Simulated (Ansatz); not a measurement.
## Effect of Zr → Y on hypothetical rock salt ZrSi

Start from ZrSi in the rock salt structure (space group Fm-3m, No. 225; a = 5.3969 Å; a hypothetical phase, not in the database extracts checked).

Modification: every Zr is replaced by Y, then cell and atoms are relaxed.

Calculations: PBE/PAW in Ansatz (a first-principles code), spin-orbit coupling left out, earlier PAW set. Settings: 14×14×14 k-points, 0.05 eV Fermi–Dirac smearing, for the changed cell.

```tsv
quantity	base	changed	shift
volume per atom	19.65 Å³	24.58 Å³	+4.93 Å³
density	5.04 g/cm³	3.95 g/cm³	-1.09 g/cm³
lattice parameter a	539.7 pm	581.5 pm	+41.8 pm
space group	Fm-3m (No. 225)	Fm-3m (No. 225)	–
shortest interatomic distance	269.8 pm	290.8 pm	+20.91 pm
band gap	zero	zero	–
```

Whether these cells are dynamically stable was not tested. As relaxed here, YSi is a hypothetical phase, not in the database extracts checked. The final runs are not spin-polarised. An odd electron count without spin: YSi. YSi has a high density of states at the Fermi level and may be magnetic at this level.
